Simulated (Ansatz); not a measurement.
Here is the system:

```yaml
crystal:
  lattice:
    - [0.00000, 2.93518, 2.93518]
    - [2.91217, 0.02301, 2.91217]
    - [2.91217, 2.91217, 0.02301]
  atoms:
    - { symbol: S, position: [0.74824, 0.75176, 0.75176] }
    - { symbol: Cd, position: [0.00176, 0.99824, 0.99824] }
```

A single point on CdS with a change (tensor shear ε_yz = +0.79 %), its geometry relaxed with PBEsol.

The values are results of HSE06 (Ansatz, an electronic-structure program, PAW, spin-orbit coupling included), not measurements. k-mesh 6×6×6 (Γ-centred); smearing 0.01 eV (Fermi–Dirac).

Task: Predict the valence-band top at Γ and band gap.

Result: The valence-band top at Γ (three highest Kramers pairs, from the VBM) comes out as 0.00, -0.04, -0.09 eV and the band gap is 2.13 eV.

Single points use the geometry relaxed with PBEsol. The cells carry an imposed strain or load. No phonon test of stability was made. The cell was made from CdS in the zinc blende structure (space group F-43m, No. 216) by this change: tensor shear ε_yz = +0.79 %.
